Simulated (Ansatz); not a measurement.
```yaml
crystal:
  lattice:
    - [-3.09467, 3.09467, 6.14152]
    - [3.09467, -3.09467, 6.14152]
    - [3.09467, 3.09467, -6.14152]
  atoms:
    - { symbol: S, position: [0.75000, 0.25000, 0.50000] }
    - { symbol: S, position: [0.25000, 0.75000, 0.50000] }
    - { symbol: S, position: [0.00000, 0.00000, 0.00000] }
    - { symbol: Te, position: [0.50000, 0.50000, 0.00000] }
    - { symbol: Pb, position: [0.50000, 0.00000, 0.50000] }
    - { symbol: Pb, position: [0.00000, 0.50000, 0.50000] }
    - { symbol: Pb, position: [0.76323, 0.76323, 0.00000] }
    - { symbol: Pb, position: [0.23677, 0.23677, 0.00000] }
```

No spin polarisation.

Calculations: PBE (Ansatz, a program for electronic structure, PAW, no SOC), earlier PAW set. Γ-centred 8×8×8 mesh, Fermi–Dirac width 0.05 eV.

**Question.** Predict the band gap and gap character.

**Answer.** 
- Band gap: 0.20 eV
- Gap character (in this cell's own zone, which can be folded): direct at X

These are small ordered cells, not random alloys; other orderings at the same x differ. Spin-orbit coupling, missing from the scalar runs, can matter with Pb and Te. No phonon test of stability was made. The cell was made from PbTe by this change: x(S) = 0.75, 8 atoms, I4/mmm. The zero or small gap of Pb4TeS3 can change with the level of theory.
